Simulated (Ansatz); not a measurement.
## Step by step: formation energy of Mg_Al in Al (fcc, Fm-3m)

We look at the formation energy of Mg_Al in Al (fcc, Fm-3m). Reaction: Mg (hcp) + 107 Al (fcc) → cell A.

A: a supercell of 108 sites of Al (fcc, Fm-3m) with Mg on an Al site (12 Al at 2.89 Å); spin state with PBE: run without spin.

Ansatz (a first-principles code) with PAW potentials; structures come from PBE relaxations, nuclei static, no net charge. Ansatz runs with its default PAW set. Other levels take these structures. The lattices are those relaxed with PBE, so at other levels the solids can be strained, which adds to the spread. Larger cells are relaxed from a start prepared with the learned potential CHGNet, on a coarser mesh till forces fall under 0.03 eV/Å, which some starts already meet. A dispersion term (D3(BJ), or D4 for r2SCAN) was computed beside these levels and is taken off wherever the name lacks it. The PAW files were made for PBE and serve at the other functionals too. Space groups of crystals are read within 0.01 Å. Mesh and cell size may move defect energies by 0.1 eV or more. Cell A has symmetry Pm-3m within 0.02 Å and got no random move, so less symmetric positions, which may lie lower, weren't tried.

Total energies of the cells in eV, at zero smearing width. They compare only within one column; the weights balance every element.

```csv
cell,atoms,weight,r2SCAN,PBEsol
A: Al:Mg_Al,108,+1,-59749.05270,-58038.01332
Mg (hcp),2,−1/2,-3852.81142,-3824.10091
Al (fcc),108,−107/108,-58363.10627,-56650.58859
```

r2SCAN: (-59749.05270) − 1/2 × (-3852.81142) − 107/108 × (-58363.10627) = 0.060 eV.

PBEsol: (-58038.01332) − 1/2 × (-3824.10091) − 107/108 × (-56650.58859) = 0.083 eV.
